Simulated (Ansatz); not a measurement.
Take KMnBr$_{3}$ in the cubic perovskite structure (space group Pm-3m, No. 221; ferromagnetic; a hypothetical phase, not in the database extracts checked) as the base.

```xyz
5
Lattice="5.2547 0.0000 0.0000 0.0000 5.2547 0.0000 0.0000 0.0000 5.2547" Properties=species:S:1:pos:R:3 pbc="T T T"
K      0.0000     0.0000     0.0000
Mn     2.6274     2.6274     2.6274
Br     0.0000     2.6274     2.6274
Br     2.6274     2.6274     0.0000
Br     2.6274     0.0000     2.6274
```

Cartesian axes are those of the cell as printed.

Level of theory: Ansatz (an electronic-structure program) PBEsol, scalar-relativistic without spin-orbit coupling.

Strains are applied to the cell and any free atomic positions relax.

One change was made to it. Results:

| quantity | base | after |
|---|---|---|
| pressure (mean of the normal stresses, compression positive) | 0.0 GPa | 0.5 GPa |
| band gap | 0.60 eV | 0.45 eV |

Problem. Which of these changes matches the shifts?
A) uniaxial strain ε_yy = −2.77 %
B) uniaxial strain ε_yy = −1.45 %
C) uniaxial strain ε_yy = −5.92 %

Solution. B, uniaxial strain ε_yy = −1.45 %. For comparison, the band gap in the other runs: uniaxial strain ε_yy = −2.77 % gives 0.31 eV; uniaxial strain ε_yy = −5.92 % gives zero.

A case with no gap was solved on a k-mesh chosen for an insulator, which is coarse for it. Whether these cells are dynamically stable was not tested. No Hubbard U is applied and the magnetic state is the run's own (KMnBr3 ferromagnetic); small cells can't hold the antiferromagnetic order that many such compounds have, so gaps and moments can be off. A gap here joins edges of opposite spin (a spin-flip gap). Many cubic perovskites are stable only at high temperature; tilts and polar distortions were not tested.
